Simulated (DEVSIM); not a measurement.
System: abrupt GaSb n-p junction, at 300 K.

Layer 1 from the left is GaSb, thickness (μm) 34.0, Nd (cm⁻³) 5.5e16, τn (s) 1.1e-8, τp (s) 1.1e-8. Layer 2 from the left is GaSb, thickness (μm) 130, Na (cm⁻³) 3.5e16, τn (s) 1.1e-8, τp (s) 1.1e-8.

Left contact: ohmic. Right contact: ohmic. Voltage is applied to the left contact. Recombination: SRH at mid-gap, Auger. Mobility is μmin + (μ − μmin)/(1 + (N/Nref)^α).

The device is made up for the run: typed textbook-type constants, with dimensions and the other settings drawn at random. Values at 300 K.

GaSb: gap (eV) 0.726, affinity (eV) 4.06, permittivity 15.7, Nc (cm⁻³) 2.1e17, Nv (cm⁻³) 1.8e19, μn (cm²/Vs) 5000, μp (cm²/Vs) 850, μn,min 1000, μp,min 190, Nref,n 2.8e17, Nref,p 9e17, αn 1.05, αp 0.65, Cn (cm⁶/s) 5e-30, Cp (cm⁶/s) 5e-30.

Model (solved in DEVSIM): 1D drift-diffusion, Boltzmann statistics, complete ionisation; no tunnelling, impact ionisation, image-force lowering or self-heating.

Dark forward current:

```
|V| (V)  |J| (A/cm²)
-------  -----------
0.05        5.081e-5
0.10       0.0002219
0.15       0.0009509
0.20        0.004721
0.25         0.02707
0.30          0.1683
0.35           1.017
0.40           4.643
0.45           12.93
0.50           24.78
0.55           38.70
0.60           53.90
0.65           70.01
0.70           86.82
0.75           104.3
0.80           122.2
0.85           140.8
0.90           159.8
0.95           179.4
1.00           199.4
1.05           220.1
1.10           241.2
1.15           262.9
1.20           285.1
```

### Question
Work out the local ideality factor n = ΔV / (kT/q · ln(J2/J1)) between the rows 0.15 and 0.20 V, 0.25 and 0.30 V, 1.15 and 1.20 V.

### Answer
kT/q = 25.85 mV. From 0.15 to 0.20 V: ln(0.004721/0.0009509) = 1.602, n = 1.21. From 0.25 to 0.30 V: ln(0.1683/0.02707) = 1.827, n = 1.06, near the 1 of diffusion or emission over a barrier. From 1.15 to 1.20 V: ln(285.1/262.9) = 0.081, n = 23.86.

### Question
Estimate the current at 0.25 V from the Shockley equation with J0 = Σ q ni² D/(N L) coth(W/L), τ joining the SRH, radiative and Auger lifetimes that are on, and W taken as the whole layer.

### Answer
ni² = 2.40e24 cm⁻⁶; holes in the n layer: μ = 758 cm²/Vs, D = 19.6 cm²/s, τ = 1.10e-8 s, L = 4.64 μm, W/L = 7.3, term 2.95e-7 A/cm²; electrons in the p layer: μ = 4600 cm²/Vs, D = 119 cm²/s, τ = 1.10e-8 s, L = 11.4 μm, W/L = 11, term 1.14e-6 A/cm². J0 = 1.44e-6 A/cm², and J = J0 exp(qV/kT) = 0.0228 A/cm². The simulation gives 0.0271 A/cm²; the estimate lies 16 % below. The estimate leaves out recombination in the depletion region and that region's share of W.
